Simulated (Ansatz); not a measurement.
MnP-type NiSi (0 1 0) on monoclinic HfO2 (1 0 0) (film strained to the substrate, faces as cut)

A periodic stack without vacuum, MnP-type NiSi (0 1 0) on monoclinic HfO2 (1 0 0) (film strained to the substrate, faces as cut): substrate slab O20Hf8, film Ni12Si12, surface cells [[0, 1], [-1, 0]] and [[0, 1], [-1, 0]], film strained by -4.7 and +0.7 %, faces O/O and NiSi/NiSi as cut (like faces can put a slab off its formula).

The start was prepared with a machine-learned potential, and the result is one local minimum, with the in-plane cell held and forces under 0.04 eV/Å; the film can end far from its bulk form.

All values below come from PBE (plane waves to 420 eV, PAW; Ansatz, an electronic-structure program). No spin–orbit coupling; the runs are not spin-polarised; PBE gaps are too small against experiment. Its k-point mesh 5×5×1, Fermi–Dirac width 0.05 eV.

* **interface area**: 27.9 Å²
* **period**: 22.98 Å
* **gaps between the outermost planes at the two interfaces**: -0.02 and 0.43 Å
* **O–Si contacts across the interfaces within 1.22 times the sum of covalent radii**: 8, mean 1.70 Å
* **Hf–Si contacts across the interfaces within 1.22 times the sum of covalent radii**: 5, mean 3.17 Å
* **Ni–O contacts across the interfaces within 1.22 times the sum of covalent radii**: 3, mean 2.12 Å

```
CELL_PARAMETERS angstrom
      5.35256    -0.00044    -0.03567
     -0.00050     5.21421     0.15171
     -0.60828     2.88921    23.07406
ATOMIC_POSITIONS crystal
  O  0.36534 0.81317 0.05505
  O  0.73115 0.18873 0.03542
  O  0.18741 0.36334 0.02957
  O  0.86635 0.63121 0.06756
  Hf 0.21848 0.49165 0.10994
  Hf 0.74390 0.34786 0.20775
  Hf 0.24128 0.92764 0.20825
  Hf 0.71249 0.92004 0.10727
  O  0.25125 0.66801 0.28394
  O  0.58062 0.02285 0.25144
  O  0.08488 0.19915 0.25122
  O  0.75297 0.50568 0.28331
  O  0.46154 0.18253 0.14506
  O  0.49212 0.65816 0.16605
  O  0.99583 0.67304 0.16895
  O  0.96291 0.16774 0.14685
  Hf 0.08345 0.33891 0.32956
  Hf 0.57959 0.25952 0.45231
  Hf 0.09878 0.78949 0.41875
  Hf 0.58600 0.76872 0.33001
  O  0.11942 0.60148 0.50606
  O  0.28430 0.04172 0.47856
  O  0.83108 0.97332 0.47399
  O  0.60963 0.37952 0.52705
  O  0.34707 0.03983 0.36723
  O  0.34975 0.52376 0.39273
  O  0.84475 0.50685 0.39419
  O  0.86153 0.00856 0.35795
  Ni 0.99440 0.96757 0.61296
  Ni 0.09441 0.48049 0.59598
  Ni 0.49053 0.47147 0.67218
  Ni 0.60037 0.97031 0.66970
  Si 0.07193 0.89688 0.52608
  Si 0.71108 0.29541 0.59561
  Si 0.89046 0.61078 0.67017
  Si 0.21446 0.15701 0.67412
  Ni 0.99646 0.88906 0.74358
  Ni 0.11824 0.39470 0.74920
  Ni 0.50474 0.36144 0.81609
  Ni 0.64017 0.86792 0.82440
  Si 0.40866 0.73226 0.74587
  Si 0.71635 0.21466 0.74398
  Si 0.91197 0.53607 0.82533
  Si 0.22097 0.02583 0.82080
  Ni 0.04515 0.80263 0.90190
  Ni 0.12938 0.27232 0.89568
  Ni 0.47975 0.28667 0.96823
  Ni 0.67941 0.72728 0.94404
  Si 0.39606 0.60017 0.88792
  Si 0.71910 0.14818 0.89788
  Si 0.89139 0.45836 0.01089
  Si 0.33546 0.87426 0.97923
```
